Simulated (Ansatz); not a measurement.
# Cu3PdN: response to strain

The parent structure is Cu₃PdN in the anti-perovskite structure (space group Pm-3m, No. 221; a = 3.8201 Å; a cell from a computed database, its experimental status unchecked). Axes: x, y, z lie along the cube axes.

Strains are applied to the cell and any free atomic positions relax; under biaxial strain the out-of-plane vector relaxes too.

Calculations: DFT with PBEsol, PAW potentials and a 420 eV plane-wave cutoff in Ansatz (a first-principles code), no spin-orbit coupling.

Notes on the quantities. pressure: mean of the normal stresses, compression positive; energy relative to the base: free energy F.

| case | pressure | volume per atom | energy relative to the base |
|---|---|---|---|
| base | 0.0 GPa | 11.15 Å³ | 0 meV/atom |
| biaxial strain −3.82 %, plane normal [001], relaxed out of plane | 11.0 GPa | 10.66 Å³ | +40 meV/atom |
| biaxial strain +0.24 %, plane normal [001], relaxed out of plane | -0.5 GPa | 11.18 Å³ | +0.1 meV/atom |
| isotropic strain −4.73 % | 40.1 GPa | 9.64 Å³ | +163 meV/atom |
| tensor shear ε_xz = +2.21 % | 0.2 GPa | 11.14 Å³ | +3.9 meV/atom |

Whether these cells are dynamically stable was not tested. The final runs are not spin-polarised.
